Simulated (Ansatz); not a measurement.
```
CELL_PARAMETERS angstrom
      3.84914    -0.00006    -0.01988
     -0.00006     3.84913    -0.02201
     -1.75452     0.15383    28.31748
ATOMIC_POSITIONS crystal
  S  0.04226 0.27944 0.08589
  S  0.13725 0.27779 0.27827
  S  0.58967 0.77775 0.18217
  S  0.23237 0.28161 0.47097
  S  0.68485 0.77927 0.37443
  Zn 0.06576 0.77863 0.13413
  Zn 0.51716 0.28279 0.03465
  Zn 0.16109 0.77793 0.32630
  Zn 0.61342 0.27764 0.23015
  Zn 0.25734 0.78135 0.52200
  Zn 0.70841 0.27973 0.42247
  Al 0.83263 0.28184 0.66580
  Al 0.33300 0.78203 0.66695
  Al 0.29696 0.28059 0.59396
  Al 0.79452 0.78085 0.59028
  Al 0.90612 0.28456 0.81435
  Al 0.40646 0.78445 0.81517
  Al 0.37006 0.28375 0.74151
  Al 0.86967 0.78371 0.74080
  Al 0.97913 0.28207 0.96190
  Al 0.48058 0.78057 0.96549
  Al 0.44306 0.28407 0.88899
  Al 0.94352 0.78451 0.89005
```

The first 11 atoms are the substrate (ZnS-zb), the rest the film (Al).

All values below come from PBE (plane waves to 420 eV, PAW; Ansatz, a first-principles code). No spin–orbit coupling; the runs are not spin-polarised; PBE gaps are too small against experiment. Its k-point mesh 8×8×1, Fermi–Dirac width 0.05 eV.

Question: Describe the bonding at the interfaces and give the barriers.

Answer: A periodic stack without vacuum, fcc Al (0 0 1) on zinc-blende ZnS (0 0 1) (film strained to the substrate, started from cuts of the bulks and a machine-learned relaxation; slabs S5Zn6 and Al12, which can lie off the formulas): substrate slab S5Zn6, film Al12, surface cells [[1, 0], [1, 1]] and [[0, -1], [2, 1]], film strained by -4.8 and -4.8 %, outermost planes Zn/Zn and Al/Al as cut, which need not be the usual terminations and can put a slab off its formula.
interface area: 14.8 Å²
period: 28.31 Å
heights between the nearest atoms of the two slabs at the two interfaces: 1.93 and 1.96 Å
Al–Zn contacts across the interfaces within 1.22 times the sum of covalent radii: 8, mean 2.77 Å
hole barrier (PBE): 1.43 eV
electron barrier (PBE): 0.59 eV
